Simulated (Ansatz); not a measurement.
The starting structures come from a database of crystals and need not be the phases stable at ambient conditions.

# Evanescent states of Al2HgS4 (Fd-3m, spinel, not sure to be the ambient phase, 14 atoms a cell, 19.6 Å³ an atom) along the normal of (110)

The numbers are results of PBEsol (plane waves, PAW; Ansatz, a program for electronic structure), not measurements.

No gap correction and no spin-orbit coupling; mid-gap values are interpolated between computed energies.

Energies count from the valence-band top; κ is the least over a 4×4 mesh across the current.

```json
[
 {"E (eV)": "0.04", "κ (1/Å)": "0.032", "where": "Γ"},
 {"E (eV)": "0.12", "κ (1/Å)": "0.054", "where": "Γ"},
 {"E (eV)": "0.20", "κ (1/Å)": "0.067", "where": "Γ"},
 {"E (eV)": "0.28", "κ (1/Å)": "0.076", "where": "Γ"},
 {"E (eV)": "0.36", "κ (1/Å)": "0.083", "where": "Γ"},
 {"E (eV)": "0.44", "κ (1/Å)": "0.088", "where": "Γ"},
 {"E (eV)": "0.52", "κ (1/Å)": "0.092", "where": "Γ"},
 {"E (eV)": "0.60", "κ (1/Å)": "0.094", "where": "Γ"},
 {"E (eV)": "0.68", "κ (1/Å)": "0.094", "where": "Γ"},
 {"E (eV)": "0.76", "κ (1/Å)": "0.093", "where": "Γ"},
 {"E (eV)": "0.84", "κ (1/Å)": "0.091", "where": "Γ"},
 {"E (eV)": "0.92", "κ (1/Å)": "0.086", "where": "Γ"},
 {"E (eV)": "1.00", "κ (1/Å)": "0.080", "where": "Γ"},
 {"E (eV)": "1.08", "κ (1/Å)": "0.070", "where": "Γ"},
 {"E (eV)": "1.16", "κ (1/Å)": "0.056", "where": "Γ"},
 {"E (eV)": "1.24", "κ (1/Å)": "0.032", "where": "Γ"}
]
```

How thick must the barrier be to attenuate the transmission by 10^6 when the electrodes' Fermi level lies at 0.20 eV, and what attenuation does that film give at 0.28 eV?

d = 6 ln 10 / (2 × 0.067) = 103.1 Å. At 0.28 eV it gives 6 × 0.076/0.067 = 6.8 decades.
